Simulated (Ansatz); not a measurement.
Ladder of methods for the bulk modulus B0 of Ti₄AlN₃ (P6₃/mmc, No. 194)

Reference value: 216 ± 2 GPa (measured, room temperature, not corrected to a static lattice; as tabulated in High pressure study of Ti4AlN3 to 55 GPa).

| level (code) | value (GPa) | cell (Å³/atom) | difference (%) |
|---|---|---|---|
| LDA (Ansatz) | 223 | 10.79 | +3.2 |
| PBEsol (Ansatz) | 211 | 11.05 | -2.3 |
| rVV10 (Ansatz) | 195 | 11.53 | -9.7 |

The reference is not for a static lattice or low temperature, so close values are not ranked against it.

The reference isn't brought to a static lattice, while the calculations are for one, so the differences are not the levels' errors alone. A static lattice is as a rule stiffer than a warm one, by over a tenth in soft solids. The crystal itself was run without spin with LDA, PBEsol, rVV10; a magnetic state was not tried in these runs. LDA, PBEsol, rVV10: the run has no spin polarisation, so it can have missed a magnetic state. Each level is taken at its own relaxed cell. Ansatz's density-functional and Hartree–Fock values are scalar-relativistic unless marked +SOC, with PAW data made under PBE.

Differences are worked out from the printed values.

Ansatz is a first-principles code.
